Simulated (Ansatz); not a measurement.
Amorphous Si₃₀N₄₁Lu

A CHGNet melt-quench gave the starting glass, which DFT then relaxed. N atoms were pushed apart under 1.9 Å during the dynamics, to hinder bonds among them. The hot cell started wider than the set density and was brought back towards it in steps. It is the lowest in DFT energy of 2 quenches. It is a model cell: composition and starting density were chosen by hand, and all elements were melted together. No dispersion term was used. Cycles of charging and discharging annealed it further.

Methods: PBE, scalar-relativistic without spin-orbit coupling (Ansatz, a first-principles code); r2SCAN, scalar-relativistic without spin-orbit coupling (Ansatz); HSE06, scalar-relativistic without spin-orbit coupling (Ansatz). Geometry, pressure, stress and energy are those of the PBE run. Its sampling: a 2×2×2 Γ-centred mesh; Fermi-Dirac width 0.02 eV; no spin polarisation. Other functionals are single points at the zone centre (r2SCAN at 500 eV; exact exchange cut at the cell's faces), free to take moments where seeds were set. At PBE the levels at the filled edge of the gap are localised (band-tail or defect states).

```yaml
number_of_atoms_in_the_cell: 72
Density (held, not predicted): 3.24 g/cm^3
volume_per_atom: 11.33 Å³
Pressure on a 2×2×2 Γ-centred mesh: 12.9 kbar
Largest force and stress component on that mesh (the relaxation ran on the zone centre alone): 0.15 eV/Å and 3.6 GPa
Energy relative to beta Si3N4 + hcp Lu + N2 gas (lowest mix at this level among the phases computed, not always the ambient ones): 0.245 eV/atom
Level gap on a 2×2×2 Γ-centred mesh (PBE): 2.67 eV
Level gap at the zone centre (PBE): 2.67 eV
Level gap at the zone centre (r2SCAN): 3.11 eV
Level gap at the zone centre (HSE06): 3.99 eV
```

Bonds are counted up to Si-Si 2.60 Å, Si-N 2.20 Å, Si-Lu 3.28 Å, N-N 1.70 Å, N-Lu 2.84 Å, Lu-Lu 4.11 Å. Two cations that share two anions don't count as bonded, nor two that share one unless they lie closer than Si-Si 2.38 Å, Si-Lu 3.19 Å, Lu-Lu 4.00 Å.

```yaml
Mean coordination of Si by anions: 4.03 (29 with 4, 1 with 5); 2 close contacts or bonds to cations besides
Mean coordination of N: 3.12 (1 with 2, 34 with 3, 6 with 4)
Mean coordination of Lu by anions: 7.00 (1 with 7); 2 close contacts or bonds to cations besides
Mean Si-N bond: 1.765 Å (spread 0.076 Å, 121 counted)
Mean N-Lu bond: 2.438 Å (spread 0.202 Å, 7 counted)
```

Its density started from a set value of 3.24 g/cm³. The quench (nominally 450 K/ps over its main leg) was far faster than any real one, so the model tends to hold more defects than a real film. Values belong to this one cell and scatter from quench to quench. The volume was held where the preparation left it and the shape relaxed, at a PBE pressure of 1.3 GPa. Stress components on the final sampling reach 3.6 GPa. On a 2×2×2 Γ-centred mesh force components of up to 0.15 eV/Å stay, since the relaxation ran on the zone centre alone. Cycles of charging lowered its energy after that relaxation.
